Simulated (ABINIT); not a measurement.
A self-consistent single point of GaAs (F-43m, 2 atoms in the cell) with ABINIT.

Level of theory: LDA (PW92), norm-conserving pseudopotentials (PseudoDojo nc-sr-04 LDA standard) (plane waves; ABINIT).

```
GaAs
1.0
    0.00000     2.82500     2.82500
    2.82500     0.00000     2.82500
    2.82500     2.82500     0.00000
Ga As
1 1
Direct
  0.00000   0.00000   0.00000
  0.25000   0.25000   0.25000
```

Reference input (self-consistent single point, DFT, PBE, plane waves, norm-conserving pseudopotentials (PseudoDojo nc-sr-05 PBE standard)): pseudos = [Ga.upf, As.upf]; ecut = 42 Ha; ixc = 11; occopt = 3; tsmear = 0.01 eV; ngkpt = 8 8 8; nshiftk = 1; shiftk = 0 0 0; potentials = PseudoDojo nc-sr-05 PBE standard; nband = 19; kptopt = 1; nstep = 100. This run's input differs from it in these lines:

```diff
@@ -1,2 +1,2 @@
-# GaAs, PseudoDojo nc-sr-05 PBE standard
+# GaAs, PseudoDojo nc-sr-04 LDA standard
 pp_dirpath "./"
@@ -15,4 +15,4 @@
          0.2500000000    0.2500000000    0.2500000000
-ecut 42
-ixc 11
+ecut 40
+ixc 7
 occopt 3
```

Its files differ too (potentials: PseudoDojo nc-sr-05 PBE standard → PseudoDojo nc-sr-04 LDA standard).

Output, abridged:

```
--- !BeginCycle
solver: {iscf: 7, nstep: 100, nline: 4, wfoptalg: 0, }
tolerances: {tolvrs: 1.00E-10, }
...

     iter   Etot(hartree)      deltaE(h)  residm     vres2
 ETOT  1  -180.78577111110    -1.808E+02 8.602E-01 6.209E+02
 ETOT  2  -182.24842301568    -1.463E+00 3.797E-02 8.218E+02
 ETOT  3  -182.34616865746    -9.775E-02 1.978E-02 1.187E+02
 ETOT  4  -182.35782593049    -1.166E-02 3.436E-03 3.200E+01
 ETOT  5  -182.36198446023    -4.159E-03 8.311E-04 7.651E-02
   [... 2 lines left out ...]
 ETOT  8  -182.36199497101    -5.967E-09 3.491E-04 1.779E-06
 ETOT  9  -182.36199497121    -1.974E-10 1.592E-04 5.549E-07
 ETOT 10  -182.36199497129    -8.066E-11 9.966E-05 1.070E-09
 ETOT 11  -182.36199497128     4.007E-12 9.461E-05 3.012E-11
 At SCF step   11       vres2   =  3.01E-11 < tolvrs=  1.00E-10 =>converged.

 Cartesian components of stress tensor (hartree/bohr^3)
  sigma(1 1)=  6.75944679E-05  sigma(3 2)=  0.00000000E+00
  sigma(2 2)=  6.75944679E-05  sigma(3 1)=  0.00000000E+00
  sigma(3 3)=  6.75944679E-05  sigma(2 1)=  0.00000000E+00

 ----iterations are completed or convergence reached----

 reduced coordinates (array xred) for    2 atoms
       0.000000000000      0.000000000000      0.000000000000
       0.250000000000      0.250000000000      0.250000000000
 cartesian forces (eV/Angstrom) at end:
    1     -0.00000000000000     0.00000000000000    -0.00000000000000
    2      0.00000000000000    -0.00000000000000     0.00000000000000
 frms,max,avg= 3.8800476E-29 6.0788664E-29   0.000E+00  0.000E+00  0.000E+00 e/A
   [... lines left out ...]
 Fermi (or HOMO) energy (hartree) =   0.14548   Average Vxc (hartree)=  -0.38141
 Fermi (or HOMO) energy (eV) =   3.95882   Average Vxc (eV)= -10.37879
   [... lines left out ...]
total_energy        : -1.82361994971283E+02
total_energy_eV     : -4.96232224663896E+03
band_energy         : -1.60997897068898E+01
...

-Cartesian components of stress tensor (GPa)         [Pressure= -1.9887E+00 GPa]
- sigma(1 1)=  1.98869757E+00  sigma(3 2)=  0.00000000E+00
- sigma(2 2)=  1.98869757E+00  sigma(3 1)=  0.00000000E+00
- sigma(3 3)=  1.98869757E+00  sigma(2 1)=  0.00000000E+00

 Calculation completed.
```

The run converged in 11 iterations. Against the reference run the pressure goes from 3.54 to -1.99 GPa and the gap on the mesh goes from 0.530 to 0.294 eV.

The starting cell has typed, rounded lattice constants, without a prior relaxation at this level.

Cost on one core of a shared machine: roughly 2 min.
